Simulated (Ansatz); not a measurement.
End structure of N on the 1x1 (110) surface of bcc W, one in a 1x1 cell, started at the site 'hollow W-W-W':

```xyz
5
Lattice="2.7577 0.0000 0.0000 -0.9192 2.6000 0.0000 0.0000 0.0000 26.0000" Properties=species:S:1:pos:R:3 pbc="T T T"
W      0.9192     1.3000     9.6951
W      0.0000     0.0000    11.8698
W      0.9248     1.2961    14.1260
W      0.0443    -0.0313    16.4436
N      0.5158     1.5852    17.4847
```

Model: 5-atom slab, 6.6 Å thick at the start under the adsorbate (thin: gaps and levels are the slab's own), 12x12x1 mesh, Fermi-Dirac 0.1 eV, dipole correction, 2 atoms held, the rest relaxed; held to the start's symmetry, so lower structures may exist; no spin, no spin-orbit, no U, no dispersion correction. At the end it is bonded to 3 W. In PBE it is, or lies within 0.03 eV of, the lowest of the starts that converged.

A negative adsorption energy means that the adsorbate is more stable on the surface than in its reference.

Problem. Give the work function of the top face at the level PBE run with Ansatz (a quantum-chemistry and plane-wave program).

Solution. 6.42 eV

Problem. Estimate the change of the work function that PBE returns for this input.

Solution. 1.60 eV

Problem. Give the adsorption energy against ½ N2(g) at the level PBE.

Solution. -0.90 eV

Problem. Give the change of the step from the bottom to the top vacuum level, against the clean slab at the level PBE.

Solution. 1.66 eV
